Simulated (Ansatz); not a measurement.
Here is the system:

```yaml
crystal:
  lattice:
    - [3.52870, 0.00000, 0.00000]
    - [1.76435, 3.05595, 0.00000]
    - [1.76435, -1.01865, 2.78578]
  atoms:
    - { symbol: Be, position: [0.00198, 0.99901, 0.99703] }
    - { symbol: S, position: [0.49802, 0.25099, 0.75297] }
```

No spin polarisation.

All numbers come from r2SCAN, PAW, 500 eV (Ansatz, a quantum-chemistry and plane-wave program; spin-orbit coupling left out). Γ-centred 12×12×12 mesh, Fermi–Dirac width 0.05 eV.

**Question.** What valence-band top at Γ (three highest levels, from the VBM) does the calculation give?

**Answer.** 0.00, -0.21, -0.21 eV.

**Question.** Estimate the band gap.

**Answer.** 3.52 eV.

**Question.** Estimate the smallest direct gap.

**Answer.** 5.85 eV.

The cells carry an imposed strain or load. Stability against distortions was not tested. The cell was made from BeS in the zinc blende structure (space group F-43m, No. 216) by this change: biaxial strain +2.50 %, plane normal [111], relaxed out of plane.
